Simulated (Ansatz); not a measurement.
Band structure of CuPd₃ (I4/mmm, 4 atoms in the cell).

```
CuPd3
1.0
   -1.92514     1.92514     3.95287
    1.92514    -1.92514     3.95287
    1.92514     1.92514    -3.95287
Cu Pd
1 3
Direct
  0.00000   0.00000   0.00000
  0.75000   0.25000   0.50000
  0.25000   0.75000   0.50000
  0.50000   0.50000   0.00000
```

Computed with PBEsol, PAW files made with PBE (plane waves; Ansatz, an electronic-structure program).

Settings: kpoints.mp_grid.grid = 10 10 10; hamiltonian.xc = pbesol; hamiltonian.pseudopotentials = {kind: paw} (an earlier, softer set of the program's PAW files); scf.occupations.method = fermi_dirac; scf.occupations.width = 0.01 Ry; kpoints.band_path.npoints = 8.

The starting cell comes from a database of computed structures (which also holds hypothetical and non-ambient phases and stackings), without a prior relaxation at this level. Its lattice was rescaled by a random factor within 2.5 % of one. Spin polarisation is off.

Levels in eV from the Fermi level, bands 34 to 41:
| point | 34 | 35 | 36 | 37 | 38 | 39 | 40 | 41 |
|---|---|---|---|---|---|---|---|---|
| Γ | -0.28 | -0.11 | -0.11 | 0.46 | 2.52 | 7.80 | 7.80 | 8.16 |
| X | -0.49 | -0.22 | -0.02 | 0.47 | 0.73 | 1.26 | 2.30 | 5.88 |
| Y | -0.96 | -0.43 | -0.27 | 0.32 | 0.50 | 1.44 | 2.39 | 7.17 |
| S | -1.06 | -1.02 | -0.75 | -0.07 | 0.73 | 0.81 | 6.64 | 9.22 |
| Z | -0.45 | -0.07 | -0.07 | -0.04 | 0.46 | 3.00 | 3.00 | 9.35 |
| S1 | -1.06 | -1.02 | -0.75 | -0.07 | 0.73 | 0.81 | 6.64 | 9.22 |
| N | -1.35 | -0.92 | -0.48 | -0.28 | 0.28 | 3.93 | 4.83 | 9.27 |
| P | -0.82 | -0.77 | -0.39 | 1.04 | 1.22 | 1.86 | 1.86 | 7.17 |
| Y1 | -0.96 | -0.43 | -0.27 | 0.32 | 0.50 | 1.44 | 2.39 | 7.17 |

Bands cross the Fermi level along this path, so the cell is metallic at this level.

Keys are those of Ansatz 0.2.
